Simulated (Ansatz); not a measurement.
CsCl-type TiCo

Calculation: PBE in Ansatz (PAW).

Run with plane-wave cutoff 520 eV, 16×16×16 k mesh, Fermi–Dirac smearing 0.1 eV, perturbation theory, force constants from a 4×4×4 q mesh, no spin polarisation, scalar-relativistic PAW data made under PBE.

Cell: relaxed at this level.

```
Quantity                                 Value
-------------------------------  -------------
zone-centre TO phonon frequency       215 cm⁻¹
zero-point energy                0.031 eV/atom
```

Ansatz is a program for electronic structure.
